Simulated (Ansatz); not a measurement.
System: SnC (model structure, started from the BN type, Pm-3n, No. 223, 12 atoms in the cell). Method: PBE (plane waves, PAW; Ansatz, a quantum-chemistry and plane-wave program).

Numerical settings: plane-wave cutoff 520 eV, 6×6×6 k mesh, Fermi–Dirac smearing 0.01 eV, scalar-relativistic PAW data made under PBE.

Cell (relaxed at this level):

```
CELL_PARAMETERS angstrom
      6.24240     0.00000     0.00000
      0.00000     6.24240     0.00000
      0.00000     0.00000     6.24240
ATOMIC_POSITIONS crystal
  Sn 0.25000 0.00000 0.50000
  Sn 0.50000 0.25000 0.00000
  Sn 0.50000 0.75000 0.00000
  Sn 0.75000 0.00000 0.50000
  Sn 0.00000 0.50000 0.75000
  Sn 0.00000 0.50000 0.25000
  C  0.25000 0.50000 0.00000
  C  0.00000 0.25000 0.50000
  C  0.00000 0.75000 0.50000
  C  0.75000 0.50000 0.00000
  C  0.50000 0.00000 0.75000
  C  0.50000 0.00000 0.25000
```

Problem. What does this level give for the band gap?

Solution. 
- band gap: 0.80 eV (on the SCF k mesh)

Note: the relaxation could raise the start's symmetry but not lower it, so the cell can be a saddle point.

Spin–orbit coupling is not included.

Computing time: around 110 core-seconds (rough).

A model structure was made by putting elements into a prototype or built by hand; it is no filed structure, need not be a known phase, and can be a saddle point held by its symmetry.
